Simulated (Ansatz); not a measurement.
For AlB2-type ZrB2, PBE-D4 in Ansatz (plane waves, PAW) gives:

- lattice constant a: 3.153 Å
- lattice parameter c: 3.497 Å

Problem. What does HSE06 (Ansatz, an electronic-structure program, plane waves, PAW) give for the same quantities?

Solution. 
- lattice constant a: 3.158 Å (grows by 0.2 %)
- lattice parameter c: 3.526 Å (goes up by 0.8 %)

For comparison: lattice constant a 3.17 Å (measured, room temperature, not corrected to a static lattice; as tabulated in Zhang et al. (2020), arXiv:1911.03307); lattice parameter c 3.532 Å (measured, room temperature, not corrected to a static lattice; as tabulated in Zhang et al. (2020), arXiv:1911.03307).

Changes are worked out from the printed values.

Unless a cell is named, each level is at its own relaxed cell (PBE-D4 10.03, HSE06 10.15 Å³/atom).

Ansatz's density-functional and Hartree–Fock values are scalar-relativistic unless marked +SOC, with PAW data made under PBE.
